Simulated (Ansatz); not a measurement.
Base system: BaTe in the rock salt structure (space group Fm-3m, No. 225; a = 6.941 Å). Axes: x, y, z lie along the cube axes.

The values are results of PBEsol in Ansatz (plane waves to 420 eV, PAW, no spin-orbit coupling), not measurements.

Before the change:

| Quantity | Value |
|---|---|
| Band gap | 1.46 eV |
| Electron mass | 1.3 mₑ along k, 0.26 mₑ across (at X) |

One thing is altered: compressive biaxial strain of 1.50 % in the plane normal to [001], as in epitaxy on a mismatched substrate; the out-of-plane cell vector and the atoms relax.

Problem. How does this affect the band gap and electron mass?

Solution. The band gap drops by 0.08 eV to 1.38 eV; the electron mass goes from 1.3 mₑ along k, 0.26 mₑ across (at X) to 1.3 mₑ along k, 0.25 mₑ across (at X).

Spin-orbit coupling, missing from the scalar runs, can matter with Te. Effective masses come from finite differences of ±0.01 Å⁻¹. Along k means along the line from Γ to the band edge. Stability against distortions was not tested.

Ansatz is a quantum-chemistry and plane-wave program.
